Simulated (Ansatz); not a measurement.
Consider the following.

End structure of the (21-31) surface of hcp Ru in its 1x1 cell, outermost plane spacing 0.15 Å in the ideal cut:

```yaml
crystal:
  lattice:
    - [5.08294, 0.00000, 0.00000]
    - [-1.44035, 6.21077, 0.00000]
    - [0.00000, 0.00000, 27.00000]
  atoms:
    - { symbol: Ru, position: [0.13161, 0.82088, 0.30880] }
    - { symbol: Ru, position: [0.02356, 0.21244, 0.31347] }
    - { symbol: Ru, position: [0.50067, 0.15364, 0.33702] }
    - { symbol: Ru, position: [0.40420, 0.54488, 0.34274] }
    - { symbol: Ru, position: [0.89260, 0.50782, 0.36871] }
    - { symbol: Ru, position: [0.79354, 0.88989, 0.37214] }
    - { symbol: Ru, position: [0.28193, 0.84772, 0.39984] }
    - { symbol: Ru, position: [0.17580, 0.23934, 0.40486] }
    - { symbol: Ru, position: [0.66300, 0.18762, 0.43254] }
    - { symbol: Ru, position: [0.55837, 0.57801, 0.43829] }
    - { symbol: Ru, position: [0.04434, 0.52932, 0.46522] }
    - { symbol: Ru, position: [0.94216, 0.92031, 0.47038] }
    - { symbol: Ru, position: [0.42904, 0.87279, 0.49724] }
    - { symbol: Ru, position: [0.32614, 0.26323, 0.50276] }
    - { symbol: Ru, position: [0.81302, 0.21571, 0.52962] }
    - { symbol: Ru, position: [0.71083, 0.60670, 0.53478] }
    - { symbol: Ru, position: [0.19681, 0.55801, 0.56171] }
    - { symbol: Ru, position: [0.09217, 0.94839, 0.56746] }
    - { symbol: Ru, position: [0.57937, 0.89667, 0.59514] }
    - { symbol: Ru, position: [0.47324, 0.28830, 0.60016] }
    - { symbol: Ru, position: [0.96163, 0.24612, 0.62786] }
    - { symbol: Ru, position: [0.86258, 0.62819, 0.63129] }
    - { symbol: Ru, position: [0.35097, 0.59114, 0.65726] }
    - { symbol: Ru, position: [0.25450, 0.98238, 0.66298] }
    - { symbol: Ru, position: [0.73161, 0.92357, 0.68653] }
    - { symbol: Ru, position: [0.62356, 0.31514, 0.69120] }
```

Slab: 26 atoms, 10.6 Å thick at the start; k 8x6x1, smearing 0.1 eV, dipole-corrected; all atoms relaxed; start symmetry kept, larger cells not searched; no spin, no spin-orbit, no U.

Question: What work function of the top face does PBE (Ansatz, an electronic-structure program) give?

Answer: 4.43 eV

Question: What is the computed surface energy (mean of both faces) (PBE)?

Answer: 3.30 J/m^2
